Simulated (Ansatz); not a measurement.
Results of r²SCAN in Ansatz (plane waves, PAW) for NaBH4 (within 0.1 Å of P4₂/nmc, No. 137; cell taken from a computed entry).

Numerical settings: plane-wave cutoff 500 eV, 10×10×8 k mesh (along the axes of the cell as run), Fermi–Dirac smearing 0.05 eV, scalar-relativistic PAW data made under PBE.

Cell (relaxed at this level):

```xyz
12
Lattice="4.2925 0.0000 0.0000 0.0000 4.2925 0.0000 0.0000 0.0000 5.7982" Properties=species:S:1:pos:R:3 pbc="T T T"
Na     2.1463     2.1463     2.8991
Na     0.0000     0.0000     0.0000
B      2.1463     2.1463     0.0000
B      0.0000     0.0000     2.8991
H      4.2844     0.9985     2.2000
H      0.9985     0.0081     3.5982
H      0.0081     3.2940     2.2000
H      3.2940     4.2844     3.5982
H      2.1382     1.1477     0.6991
H      3.1448     2.1382     5.0991
H      2.1544     3.1448     0.6991
H      1.1477     2.1544     5.0991
```

Q: Estimate the band gap that the calculation returns.

A: 
* **band gap**: 6.84 eV (on the SCF k mesh)

Computed values are for the static lattice.

Computing time: very roughly 2.9 core-minutes.

Ansatz is a program for electronic structure.
